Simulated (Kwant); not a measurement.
Device: quantum point contact (saddle potential) in a GaN two-dimensional gas. Effective mass 0.22 mₑ, grid spacing 6.2 nm, hard walls, nominal width 150 nm (25 grid rows, so walls 161.2 nm apart), one parabolic valley, scattering region 450 nm long along x; energies count from the band bottom; Fermi energy 0.00177 eV. Potential (V0 + ½k y²) cos²(πx/L) for |x| < L/2, with V0 swept from 0.0018585 to 0 eV, k = 2.7e-06 eV/nm², L = 350 nm.

Constants are typed, rounded textbook-type inputs, not results; the design itself was drawn at random and stands for no fabricated device.

Model: effective-mass tight-binding model on a square grid, one spin, coherent transport at 0 K (Kwant). Conductance is in e²/h.

### Question
Compare with the saddle-point formula G = Σ 1/(1 + exp(−2π(E − V0 − ħωy(n + ½))/ħωx)), taking ħωy = ħ√(k/m) and ħωx from the curvature along x of V0 plus half of the mode's confinement energy.

### Answer
ħωy = 0.967 meV; at V0 = 1.51 meV the lowest mode has ħωx = 0.313 meV.

```csv
V0 (meV),formula,simulation
1.75,0.00016,0.00014
1.51,0.011,0.012
1.27,0.61,0.63
1.02,1.00,1.00
0.781,1.00,1.00
0.539,1.01,1.01
```

The formula takes a parabolic saddle in the continuum; the run has the full potential on a grid.
